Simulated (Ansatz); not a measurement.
Cell and atoms of amorphous Ga$_{24}$O$_{37}$K$_{2}$:

```
CELL_PARAMETERS angstrom
      9.17630     0.06087     0.31798
      0.06087     9.46000     0.08877
      0.31798     0.08877     9.70424
ATOMIC_POSITIONS crystal
  Ga 0.12574 0.25576 0.08884
  Ga 0.72446 0.14836 0.88777
  Ga 0.11273 0.78006 0.76625
  Ga 0.33954 0.62482 0.49639
  Ga 0.37428 0.22211 0.82832
  Ga 0.89662 0.45116 0.91750
  Ga 0.22427 0.85848 0.36078
  Ga 0.61173 0.41919 0.41525
  Ga 0.09474 0.13081 0.74035
  Ga 0.58395 0.81712 0.38145
  Ga 0.75716 0.75094 0.83752
  Ga 0.23381 0.52332 0.81050
  Ga 0.27775 0.25305 0.49062
  Ga 0.37274 0.06505 0.20964
  Ga 0.64387 0.92228 0.08763
  Ga 0.37486 0.39315 0.20648
  Ga 0.61080 0.46459 0.75429
  Ga 0.09206 0.51314 0.37881
  Ga 0.66366 0.58669 0.13592
  Ga 0.35080 0.73461 0.05702
  Ga 0.02136 0.09238 0.37890
  Ga 0.84295 0.24254 0.57655
  Ga 0.88454 0.75997 0.51202
  Ga 0.81862 0.24042 0.19442
  O  0.54418 0.98461 0.25583
  O  0.14290 0.95685 0.81387
  O  0.63028 0.65300 0.73975
  O  0.22529 0.44607 0.51178
  O  0.77568 0.92152 0.92494
  O  0.87857 0.15200 0.74576
  O  0.26280 0.67283 0.67635
  O  0.82695 0.18649 0.39073
  O  0.20383 0.67295 0.94596
  O  0.02916 0.89578 0.42381
  O  0.53966 0.12001 0.83388
  O  0.67973 0.36440 0.58664
  O  0.53487 0.59785 0.44021
  O  0.70429 0.41823 0.23814
  O  0.44918 0.30926 0.36741
  O  0.38775 0.83110 0.46299
  O  0.24347 0.09360 0.36837
  O  0.94476 0.35188 0.07174
  O  0.40966 0.41974 0.80071
  O  0.72317 0.36218 0.87429
  O  0.22179 0.66097 0.33872
  O  0.17512 0.23194 0.89690
  O  0.71531 0.12922 0.08052
  O  0.34962 0.22619 0.09912
  O  0.80277 0.61811 0.98505
  O  0.69583 0.76010 0.21472
  O  0.04382 0.48186 0.78830
  O  0.29939 0.16418 0.65889
  O  0.71527 0.86052 0.50641
  O  0.16872 0.39602 0.23290
  O  0.45572 0.55658 0.12138
  O  0.05039 0.20703 0.54169
  O  0.51489 0.81868 0.98535
  O  0.92676 0.75857 0.70438
  O  0.01270 0.11708 0.18722
  O  0.26861 0.89287 0.16757
  O  0.91392 0.58359 0.43263
  K  0.99061 0.84659 0.09642
  K  0.46631 0.89654 0.71007
```

Methods: PBE, scalar-relativistic without spin-orbit coupling (Ansatz, a first-principles code); r2SCAN, scalar-relativistic without spin-orbit coupling (Ansatz); HSE06, scalar-relativistic without spin-orbit coupling (Ansatz). Neutral PBE cell, which sets geometry, pressure and energy: sampling: a 2×2×2 Γ-centred mesh; Fermi-Dirac width 0.02 eV; no spin polarisation. Exact exchange is cut at the faces of this 9 Å cell, which leaves hybrid gaps a finite-size error.

A CHGNet melt-quench gave the starting glass, which DFT then relaxed. O atoms were pushed apart under 1.9 Å during the dynamics, to hinder bonds among them. The hot cell started wider than the set density and was brought back towards it in steps. It is the lowest in DFT energy of 2 quenches. It is a model cell: composition and starting density were chosen by hand, and all elements were melted together. No dispersion term was used. Its density started from a set value of 4.79 and ended at 4.63 g/cm³. Cooling (nominally 330 K/ps over its main leg) ran many orders faster than in experiment, which tends to leave more defects and strain. Values belong to this one cell and scatter from quench to quench. Volume and shape were free in the relaxation.

Problem. Give the pressure and the spacing of the highest filled and lowest empty levels.

Solution. 
| Item | Value |
|---|---|
| Pressure on a 2×2×2 Γ-centred mesh | 0.06 GPa |
| Largest force and stress component on that mesh (the relaxation ran on the zone centre alone) | 0.07 eV/Å and 0.1 GPa |
| Level gap on a 2×2×2 Γ-centred mesh (PBE) | 1.61 eV |
| Level gap at the zone centre (PBE) | 1.59 eV |
| Level gap at the zone centre (r2SCAN) | 2.09 eV |
| Level gap at the zone centre (HSE06) | 3.23 eV |
| Distance between the nearest levels spread over more than a fifth of the atoms or a third of the atoms of their main element (six at least) (PBE, zone centre) | 2.10 eV |

Problem. At PBE and the zone centre, how localised are the states just below and above the Fermi level (participation number: the atoms over which a state spreads)?

Solution. The highest filled state is spread over 3.0 atoms' worth, largest on O53, with weights by element (charge in smoothed Voronoi cells) O 0.94, Ga 0.05, K 0.00. The lowest empty state is spread over 57.9 atoms' worth, largest on Ga22, with weights by element (charge in smoothed Voronoi cells) O 0.54, Ga 0.44, K 0.02.

At PBE the levels at the filled edge of the gap are localised (band-tail or defect states), and the nearest spread-out levels lie 2.1 eV apart at the zone centre.

Neighbours within Ga-Ga 2.68 Å, Ga-O 2.38 Å, Ga-K 3.58 Å, O-O 1.58 Å, O-K 3.23 Å, K-K 4.47 Å count as bonded. Two cations that share two anions don't count as bonded, nor two that share one unless they lie closer than Ga-Ga 2.61 Å, Ga-K 3.48 Å, K-K 4.34 Å.

Added carriers, by PBE, scalar-relativistic without spin-orbit coupling run with Ansatz on the zone centre alone. Charged cells keep the cell fixed and stand in a uniform background, with no image correction, at a width of 0.01 eV; where the count is odd the moment is locked at 1 μB, unless the neutral cell bore moments. Each starts from the undistorted neutral geometry alone. PBE's self-interaction favours spread-out carriers, so it can miss traps that a hybrid finds.

Problem. What happens at PBE when the cell takes an extra electron and the atoms relax?

Solution. Relaxation lowers the charged cell by 0.01 eV. The largest moves are O51 0.03 Å, O33 0.02 Å, O49 0.02 Å, O57 0.02 Å. The level that holds the added charge spreads over 57.7 atoms' worth, most on Ga22 (weight 0.03): a carrier spread over the cell. No bond crosses its cut-off with a change of over 0.15 Å (metal-metal contacts aside). Made neutral again at that geometry, the cell lies +0.02 eV from the neutral start.

Problem. What happens at PBE when the cell takes a hole and the atoms relax?

Solution. Relaxation lowers the charged cell by 0.11 eV. The largest moves are O53 0.12 Å, O58 0.08 Å, O51 0.08 Å, Ga23 0.08 Å. The level that was emptied spreads over 7.6 atoms' worth, most on O53 (weight 0.24): a partly localised carrier. No bond crosses its cut-off with a change of over 0.15 Å (metal-metal contacts aside). Made neutral again at that geometry, the cell lies +0.17 eV from the neutral start.
